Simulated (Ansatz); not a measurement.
LaIn3 (Pm-3m), PBEsol, DFPT electron-phonon coupling, linearised Boltzmann equation in Ansatz (an electronic-structure program): phonon-limited resistivity 15.8 μΩ·cm at 300 K, Drude plasma energy 5.83 eV.

What is the classical skin depth at 10 GHz (nonmagnetic, μ₀ = 1.257×10⁻⁶ H/m)?

δ = √(ρ/(π f μ₀)) = 2000 nm.

What Drude relaxation time do resistivity and plasma energy imply?

ω_p = 8.86e15 s⁻¹, so τ = 1/(ε₀ ω_p² ρ) = 9.11 fs, a damping ħ/τ of 72.2 meV.

A metal at this level (no band gap). Only scattering by harmonic phonons is included (no impurities, grain boundaries, electron-electron scattering or thermal expansion). Spin-orbit coupling is left out. Halving the electron mesh (20x20x20) moves the resistivity by up to 4 % at 300 K. Smearing 0.20 eV; phonons on a 3x3x3 q mesh, which this run doesn't test.
